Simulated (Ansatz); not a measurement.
Cs under a change: isotropic strain +0.50 %

Take Cs in the bcc (W type) structure (space group Im-3m, No. 229; a = 6.161 Å; relaxed with 0.1 eV smearing) as the base.

Now apply this change: an isotropic linear strain of +0.50 %, atoms relaxed at fixed cell.

The values are results of PBE/PAW in Ansatz (a first-principles code), spin-orbit coupling left out, not measurements. k-mesh 15×15×15 (Γ-centred); smearing 0.1 eV (Fermi–Dirac).

| quantity | base | changed | shift |
|---|---|---|---|
| volume per atom | 116.94 Å³ | 118.71 Å³ | +1.763 Å³ |
| space group | Im-3m (No. 229) | Im-3m (No. 229) | – |
| energy relative to the base (free energy F) | 0 meV/atom | +0.2 meV/atom | +0.2 meV/atom |
| band gap | zero | zero | – |

No phonon test of stability was made. The final runs are not spin-polarised.
